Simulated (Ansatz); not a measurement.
Fermi-surface data of Mo (Im-3m)

Input:

```
CELL_PARAMETERS angstrom
     -1.56455     1.56455     1.56455
      1.56455    -1.56455     1.56455
      1.56455     1.56455    -1.56455
ATOMIC_POSITIONS crystal
  Mo 0.00000 0.00000 0.00000
```

Level of theory: PBEsol, rigid bands (plane waves, PAW, scalar-relativistic; Ansatz, a quantum-chemistry and plane-wave program). Geometry: cell and atoms relaxed with PBEsol.

```json
{
  "density of states at the Fermi level": "0.584 states/(eV·cell), both spins",
  "bare Sommerfeld coefficient": "1.38 mJ/(mol of atoms·K²)",
  "drude_plasma_energy": "8.8 eV",
  "root-mean-square Fermi velocity": "8.9e5 m/s",
  "resistivity times τ": "6.3 ×10⁻²² Ω·m·s",
  "resistivity_times_mean_free_path": "6.0 ×10⁻¹⁶ Ω·m²"
}
```

A metal at this level (no band gap); rigid bands, thermally averaged at 300 K, both spins. Spin-orbit coupling is left out. τ is one relaxation time for all states; the product of resistivity and mean free path takes one path for all states instead.
